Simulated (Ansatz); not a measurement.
The reference is CsPbBr₃ in the cubic perovskite structure (space group Pm-3m, No. 221; a = 5.770 Å). Axes: x, y, z lie along the cube axes.

The values are results of LDA/PAW in Ansatz (a first-principles code), no spin-orbit coupling, not measurements.

Strains are applied to the cell and any free atomic positions relax; under biaxial strain the out-of-plane vector relaxes too.

One change was made to it. Results:

| quantity | base | after |
|---|---|---|
| shortest interatomic distance | 2.885 Å | 2.870 Å |
| pressure (mean of the normal stresses, compression positive) | 0.0 kbar | -9.2 kbar |
| valley order (the lowest conduction-band minima on the path, energy above the VBM, named in the base's zone) | R along ⟨111⟩ 1.17 eV; Γ 2.42 eV | R along [111] 1.27 eV; Γ 2.63 eV |

Q: Which of these changes matches the shifts?
A. biaxial strain +1.20 %, plane normal [001], relaxed out of plane
B. biaxial strain +2.40 %, plane normal [001], relaxed out of plane
C. biaxial strain +0.60 %, plane normal [001], relaxed out of plane

A: B, biaxial strain +2.40 %, plane normal [001], relaxed out of plane. For comparison, the valley order in the other runs: biaxial strain +1.20 %, plane normal [001], relaxed out of plane gives R along [111] 1.22 eV; Γ 2.53 eV; biaxial strain +0.60 %, plane normal [001], relaxed out of plane gives R along [111] 1.19 eV; Γ 2.48 eV.

Spin-orbit coupling, missing from the scalar runs, can matter with Pb. The levels and masses belong to the bands next to the band gap. Whether these cells are dynamically stable was not tested. Many cubic perovskites are stable only at high temperature; tilts and polar distortions were not tested. This is not the structure that CsPbBr3 has at room temperature and ambient pressure.
